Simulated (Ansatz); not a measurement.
Defect: interstitial P in bcc Mo, neutral cell. Calculation: PBE, PAW (plane waves to 420 eV; Ansatz, a quantum-chemistry and plane-wave program).

36-site cell at the relaxed PBE lattice, a 2×2×3 k-point mesh shifted by half a step, smearing 0.10 eV, spin-restricted, no finite-size correction. Static, classical nuclei. Sites that were not tried may lie lower.

Barriers: single points on a 3×3×5 k-point mesh shifted by half a step at the bands' geometries.

Relaxed starting cell (atoms counted from 1):

```xyz
37
Lattice="9.4825 0.0000 0.0000 0.0000 9.4825 0.0000 0.0000 0.0000 6.3216" Properties=species:S:1:pos:R:3 pbc="T T T"
Mo    -0.0419    -0.0012     0.0035
Mo    -0.0631    -0.0012     3.1642
Mo    -0.0343     3.1360     0.0034
Mo    -0.0599     3.1577     3.1643
Mo    -0.0346     6.3439     0.0035
Mo    -0.0599     6.3223     3.1641
Mo     3.1474    -0.0008     0.0033
Mo     3.1463    -0.0012     3.1641
Mo     3.1473     2.5590     0.0030
Mo     3.1469     3.0903     3.1643
Mo     3.1469     6.9214     0.0029
Mo     3.1471     6.3898     3.1641
Mo     6.3358    -0.0012     0.0032
Mo     6.3568    -0.0012     3.1640
Mo     6.3279     3.1362     0.0033
Mo     6.3535     3.1578     3.1640
Mo     6.3276     6.3440     0.0033
Mo     6.3536     6.3225     3.1641
Mo     1.4734     1.5399     1.6501
Mo     1.4733     1.5399     4.6779
Mo     1.5094     4.7395     1.6459
Mo     1.5091     4.7404     4.6829
Mo     1.4733     7.9397     1.6504
Mo     1.4734     7.9400     4.6777
Mo     4.8198     1.5401     1.6506
Mo     4.8202     1.5401     4.6777
Mo     4.7832     4.7399     1.6454
Mo     4.7834     4.7403     4.6829
Mo     4.8201     7.9402     1.6505
Mo     4.8201     7.9402     4.6776
Mo     7.8878     1.5911     1.5851
Mo     7.8879     1.5911     4.7437
Mo     7.8875     4.7402     1.5808
Mo     7.8876     4.7400     4.7474
Mo     7.8877     7.8892     1.5852
Mo     7.8878     7.8890     4.7437
P      3.1461     4.7402     0.0033
```

End state 1 differs by these moves (Å; atoms that move under 0.08 Å are left out):

```json
[
 {"atom": "9", "element": "Mo", "Δx": "-0.62", "Δy": "0.62", "Δz": "0.00"},
 {"atom": "10", "element": "Mo", "Δx": "-0.09", "Δy": "0.09", "Δz": "0.00"},
 {"atom": "11", "element": "Mo", "Δx": "-0.04", "Δy": "-0.56", "Δz": "0.00"},
 {"atom": "15", "element": "Mo", "Δx": "0.56", "Δy": "0.04", "Δz": "0.00"},
 {"atom": "18", "element": "Mo", "Δx": "-0.06", "Δy": "0.06", "Δz": "0.00"},
 {"atom": "21", "element": "Mo", "Δx": "0.00", "Δy": "0.11", "Δz": "0.00"},
 {"atom": "22", "element": "Mo", "Δx": "0.00", "Δy": "0.11", "Δz": "-0.01"},
 {"atom": "23", "element": "Mo", "Δx": "0.09", "Δy": "-0.02", "Δz": "-0.07"},
 {"atom": "24", "element": "Mo", "Δx": "0.09", "Δy": "-0.02", "Δz": "0.07"},
 {"atom": "25", "element": "Mo", "Δx": "-0.11", "Δy": "0.00", "Δz": "-0.01"},
 {"atom": "26", "element": "Mo", "Δx": "-0.11", "Δy": "0.00", "Δz": "0.01"},
 {"atom": "27", "element": "Mo", "Δx": "-0.07", "Δy": "0.07", "Δz": "0.00"},
 {"atom": "28", "element": "Mo", "Δx": "-0.07", "Δy": "0.07", "Δz": "0.00"},
 {"atom": "29", "element": "Mo", "Δx": "-0.11", "Δy": "-0.02", "Δz": "-0.07"},
 {"atom": "30", "element": "Mo", "Δx": "-0.11", "Δy": "-0.02", "Δz": "0.07"},
 {"atom": "31", "element": "Mo", "Δx": "0.02", "Δy": "-0.09", "Δz": "0.07"},
 {"atom": "32", "element": "Mo", "Δx": "0.02", "Δy": "-0.09", "Δz": "-0.07"},
 {"atom": "33", "element": "Mo", "Δx": "0.02", "Δy": "0.11", "Δz": "0.07"},
 {"atom": "34", "element": "Mo", "Δx": "0.02", "Δy": "0.11", "Δz": "-0.07"},
 {"atom": "37", "element": "P", "Δx": "1.56", "Δy": "-1.56", "Δz": "0.00"}
]
```

### Question
What is the computed forward and backward barriers to end state 1 (PBE, PAW)?

### Answer
forward 0.82 eV, backward 0.82 eV; at the saddle point atom 37 has neighbours Mo at 2.16, 2 Mo at 2.23, Mo at 2.47, Mo at 2.52 Å. The saddle point's order was not checked, and it lies on a symmetry element of the cell, where a band can be held.
